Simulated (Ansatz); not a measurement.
Reference: CdTe (F-43m), r2SCAN with spin-orbit coupling, rigid bands (plane waves, PAW; Ansatz, a program for electronic structure); axes and stresses refer to this cell.

```
CdTe
1.0
    0.00000     3.24465     3.24465
    3.24465     0.00000     3.24465
    3.24465     3.24465     0.00000
Cd Te
1 1
Direct
  0.00000   0.00000   0.00000
  0.25000   0.25000   0.25000
```

* **hole conductivity mass**: 0.54 mₑ
* **Seebeck coefficient, n-type 1e19 cm⁻³**: -64 μV/K
* **electron conductivity mass**: 0.099 mₑ

Task: Change: biaxial stress in (111) of -1 GPa (compression positive). What happens to hole conductivity mass, Seebeck coefficient, n-type 1e19 cm⁻³, electron conductivity mass?

Result: hole conductivity mass falls to 0.42 mₑ; Seebeck coefficient, n-type 1e19 cm⁻³ moves little, to -63 μV/K; electron conductivity mass moves little, to 0.097 mₑ.

Masses are for dilute carriers at 300 K, harmonic means over directions unless an axis is named. Seebeck coefficients are for the stated density at 300 K, with one relaxation time for all states and whether or not that doping can be reached. Stresses and pressures are the targets of the relaxation.  The structure type is held under load, also where the real crystal would transform.
